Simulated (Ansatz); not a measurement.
Ru, response to strain

The reference is Ru in the hcp (Mg type) structure (space group P6_3/mmc, No. 194; relaxed with 0.1 eV smearing).

```
CELL_PARAMETERS angstrom
      2.67558     0.00000     0.00000
     -1.33779     2.31712     0.00000
      0.00000     0.00000     4.22371
ATOMIC_POSITIONS crystal
  Ru 0.66667 0.33333 0.75000
  Ru 0.33333 0.66667 0.25000
```

Cartesian axes are those of the cell as printed.

Strains are applied to the cell and any free atomic positions relax.

Calculations: LDA (Ansatz, a quantum-chemistry and plane-wave program, PAW, no spin-orbit coupling).

Notes on the quantities. energy relative to the base: free energy F.

| uniaxial strain ε_xx (%) | energy relative to the base (meV/atom) |
|---|---|
| 0 | 0.0 |
| 0.5 | 0.7 |
| 1 | 2.6 |
| 1.5 | 5.8 |
| 2 | 10.1 |
| 2.5 | ? |
| 3 | 22.0 |

Fit ΔE = Aε² + Bε³ (ε in %) to the rows shown and predict the withheld row.

Least squares on the printed values gives A = 2.70 and B = -0.084 meV/atom (largest residual 0.0 meV/atom); this predicts 15.5 meV/atom, and the run gives 15.5 meV/atom, in agreement.

No phonon test of stability was made. The final runs are not spin-polarised.
